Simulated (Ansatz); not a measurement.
monolayer As under uniaxial strain xx, other axes clamped: electron mass along x by PBE, rigid bands (plane waves, PAW, scalar-relativistic; Ansatz, an electronic-structure program). The unloaded cell, whose axes the loads refer to:

```
CELL_PARAMETERS angstrom
      4.76996     0.00000     0.00000
      0.00000     3.67829     0.00000
      0.00000     0.00000    18.28068
ATOMIC_POSITIONS crystal
  As 0.57188 0.00000 0.56549
  As 0.92812 0.50000 0.56549
  As 0.42812 0.00000 0.43451
  As 0.07188 0.50000 0.43451
```

| uniaxial strain xx, other axes clamped (%) | electron mass along x (mₑ) |
|---|---|
| -2 | 0.251 |
| 0 | 0.247 |
| 2 | ? |
| 4 | 0.235 |

Task: Fit a straight line to ln(electron mass along x) against the load over the rows given, and predict the row at 2 %.

Result: The means are x̄ = 0.667 % and ȳ = -1.4096; Σ(x − x̄)(y − ȳ) = -0.2088 and Σ(x − x̄)² = 18.67, so the slope is -1.12 % per % of strain, and the rows given lie within 0.38 % of the line. At 2 % the line gives 0.241 mₑ; the calculation gives 0.242 mₑ, 0.57 % from it.

Masses are for dilute carriers at 300 K, harmonic means over directions unless an axis is named. Spin-orbit coupling is left out. The structure type is held at every load. Geometry: cell and atoms relaxed with PBE.
